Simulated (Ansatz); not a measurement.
Abridged Ansatz (a quantum-chemistry and plane-wave program) output:

```
Pseudopotential: Cs, paw, valence charge 9
Pseudopotential: Na, paw, valence charge 9
Pseudopotential: Sc, paw, valence charge 11
Pseudopotential: Cl, paw, valence charge 7
Crystal: 10 atoms, lattice volume = 282.653 Å³
Basis set: ecut = 420 eV, 5577 PW (Γ), exchange–correlation on 100×100×100 points (8 copies of the dense FFT grid, shifted against one another)
Bands: 50, of which v1, the nominal top of the filled ones, is band 40 counted from 1 (39 counted from 0)
Symmetry: 48 space group operations
k-points: 16 of 216
Functional: x = pbesol(κ = 0.804, μ = 0.12345679012345678), c = pbesol(β = 0.046)
SCF iter   1: F=—  HF=-21144.638031 eV  |F-HF|=—  |Δ(HF+E_count)|=         —  Δρ=3.52e-3  dr2=5.03e-2  ethr=1.77e-3  ⟨swp⟩=10.0  Hψ=3951  notcnv=0  defer=9
SCF iter   2: F=—  HF=-21144.624453 eV  |F-HF|=—  |Δ(HF+E_count)|=   1.36e-2  Δρ=1.37e-3  dr2=6.41e-3  ethr=6.29e-5  ⟨swp⟩=2.0  Hψ=1198  notcnv=0  defer=23
SCF 1 converged in 9 iterations: F = -21144.623672 eV  dr2 = 1.40e-10
SCF converged after 9 iterations
Free energy (F): -21144.623672 eV
Internal energy: -21144.623672 eV  (E = F + TS)
E sigma→0 (E₀):  -21144.623672 eV
Fermi energy:    4.477246 eV
--- Forces (eV/Å), atoms counted from 1 ---
  atom   1  Cs    -0.00000000     0.00000000    -0.00000000
  atom   2  Cs    -0.00000000     0.00000000    -0.00000000
  atom   3  Na     0.00000000    -0.00000000     0.00000000
  atom   4  Sc    -0.00000000     0.00000000    -0.00000000
  atom   5  Cl    -0.00053373    -0.00000000    -0.00000000
  atom   6  Cl     0.00053373     0.00000000     0.00000000
  atom   7  Cl     0.00000000    -0.00053373     0.00000000
  atom   8  Cl    -0.00000000     0.00053373    -0.00000000
  atom   9  Cl     0.00000000     0.00000000    -0.00053373
  atom  10  Cl     0.00000000    -0.00000000     0.00053373
--- Stress (GPa, compression-positive) ---
       -0.002355      -0.000000       0.000000
       -0.000000      -0.002355      -0.000000
        0.000000       0.000000      -0.002355
  P = ⅓ Tr σ = -0.0024 GPa (-0.024 kbar)
```

Task: What was computed, and what are the main results?

Result: Cs2NaScCl6, 10 atoms in the cell, with PBEsol (Ansatz, PAW, no spin-orbit coupling). The last SCF converged to F = -21144.623672 eV, or -2114.4624 eV per atom, at a pressure of 0.00 GPa. The total energy compares only with runs of the same code, potentials and settings.

Whether these cells are dynamically stable was not tested. All final runs are without spin polarisation. The cell is Cs₂NaScCl₆ (space group Fm-3m, No. 225; a cell from a computed database, its experimental status unchecked).
